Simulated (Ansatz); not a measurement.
Base system: Ir in the fcc (Cu type) structure (space group Fm-3m, No. 225; a = 3.8118 Å; relaxed with 0.1 eV smearing).

The values are results of LDA (Ansatz, a first-principles code, PAW, without spin-orbit coupling), not measurements.

Strains are applied to the cell and any free atomic positions relax.

One change was made to it. Results:

```json
[
 {"quantity": "pressure", "base": "0.0 GPa", "after": "-28.6 GPa"},
 {"quantity": "energy relative to the base (free energy F)", "base": "0 meV/atom", "after": "+125 meV/atom"}
]
```

Question: Which of these changes matches the shifts?
A. isotropic strain +2.00 %
B. isotropic strain −2.50 %
C. isotropic strain +3.00 %

Answer: C, isotropic strain +3.00 %. For comparison, the energy relative to the base in the other runs: isotropic strain +2.00 % gives +58 meV/atom; isotropic strain −2.50 % gives +109 meV/atom.

No phonon test of stability was made. The final runs are not spin-polarised.
